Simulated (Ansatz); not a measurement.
**Effect of uniaxial strain ε_zz = −2.40 % on GaN**

The parent structure is GaN in the wurtzite structure (space group P6_3mc, No. 186; a = 3.2184 Å, c = 5.2432 Å). Axes: x lies along a and z along c of the hexagonal cell.

Perturbation: uniaxial strain ε_zz = −2.40 %, all other strain components held at zero; the atoms relax in the strained cell.

Method: PBE (Ansatz, a program for electronic structure, PAW, spin-orbit coupling left out). Settings: 12×12×6 k-points, 0.05 eV Fermi–Dirac smearing.

| quantity | base | changed | shift |
|---|---|---|---|
| volume per atom | 11.76 Å³ | 11.48 Å³ | -0.28 Å³ |
| space group | P6_3mc (No. 186) | P6_3mc (No. 186) | – |
| energy relative to the base (free energy F) | 0 meV/atom | +7.7 meV/atom | +7.7 meV/atom |
| pressure (mean of the normal stresses, compression positive) | 0.0 kbar | 44.2 kbar | +44.12 kbar |
| band gap | 1.71 eV | 1.85 eV | +0.14 eV |
| gap character | direct at Γ | direct at Γ | – |
| width of the top valence band | 2.67 eV | 2.76 eV | +0.09 eV |
| electron mass | 0.14 mₑ along c, 0.16 mₑ across (at Γ) | 0.16 mₑ along z, 0.17 mₑ across (at Γ) | – |
| hole mass | – | 0.14 mₑ along z, 2.9 mₑ across (at Γ) | – |
| valence-band top at Γ (three highest levels, from the VBM) | 0.00, 0.00, -0.04 eV | 0.00, -0.10, -0.10 eV | – |
| largest internal atomic displacement | – | 0.011 Å | – |
| stress (xx, yy, zz, yz, xz, xy; compression positive) | – | (2.20, 2.20, 8.85, 0.00, 0.00, 0.00) GPa | – |

Effective masses come from finite differences of ±0.01 Å⁻¹. Whether these cells are dynamically stable was not tested.
